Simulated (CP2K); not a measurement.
CP2K is run on MgCd2 (C2/m, 6 atoms in the cell), and the run fails. The aim is a self-consistent single point with DFT LDA (Pade form), GPW, DZVP-MOLOPT-SR-GTH basis, GTH-PADE potentials (GTH_POTENTIALS).

Cell that was meant: a = 6.0530 Å, b = 6.0530 Å, c = 7.4931 Å, α = 107.96°, β = 107.96°, γ = 29.39°.

Part of the input:

```
        METHOD BROYDEN_MIXING
        ALPHA 0.3
        NBUFFER 10
        BETA 0
      &END MIXING
      &SMEAR ON
        METHOD GAUSSIAN
```

Log, with long lists cut:

```
 GLOBAL| Method name                                                        CP2K
 GLOBAL| Project name                                                       calc
 GLOBAL| Run type                                                   ENERGY_FORCE

 TOTAL NUMBERS AND MAXIMUM NUMBERS

   [... lines left out ...]
                        max_scf:                                             100
                        max_diis:                                              4
                        eps_scf:                                        1.00E-06
                        eps_diis:                                       1.00E-01
                        eps_eigval:                                     1.00E-05
                        level_shift [a.u.]:                             0.000000
                        added MOs                                        12    0
                        Mixing method:                            BROYDEN_MIXING
                                                charge density mixing in g-space
                        Smear method:                                   GAUSSIAN
                        Smearing width (sigma) [a.u.]:                  3.67E-03
                        Accuracy threshold:                             1.00E-10
                        No outer SCF

 *******************************************************************************
 *   ___                                                                       *
 *  /   \                                                                      *
 * [ABORT]                                                                     *
 *  \___/      Mixing employing the Kerker damping factor needs BETA /= 0.0    *
 *    |                                                                        *
 *  O/|                                                                        *
 * /| |                                                                        *
 * / \                                             qs_scf_initialization.F:740 *
 *******************************************************************************

 ===== Routine Calling Stack =====

            3 qs_energies
            2 qs_forces
            1 CP2K
Abort(1) on node 0 (rank 0 in comm 0): application called MPI_Abort(MPI_COMM_WORLD, 1) - process 0
```

**Question.** From the messages shown, name the fault and mend the input.

**Answer.** The fault is a screening parameter of zero in the density mixing; here the program stops on it instead of giving results. To fix it, leave the parameter to its default or give it a positive value. The program stopped before any SCF iteration.

An input that runs soundly differs in these lines (not the only fix; some lines may just follow from the change or write a value another way):
```diff
-        BETA 0
```

With that input, the run converged in 12 iterations: free energy E − TS -8450.8754 eV; Fermi level (on the code's own zero) 6.79 eV; pressure -2.20 GPa; largest force (vector length) 0.133 eV/Å (DFT LDA (Pade form), GPW, DZVP-MOLOPT-SR-GTH basis, GTH-PADE potentials (GTH_POTENTIALS)).

On the sound input: the starting cell comes from a database of computed structures (which also holds hypothetical and non-ambient phases and stackings), without a prior relaxation at this level. Values carry the incompleteness of an atom-centred basis. Without a gap this mesh is coarse (it stands for a supercell whose shortest vector is 18 Å).
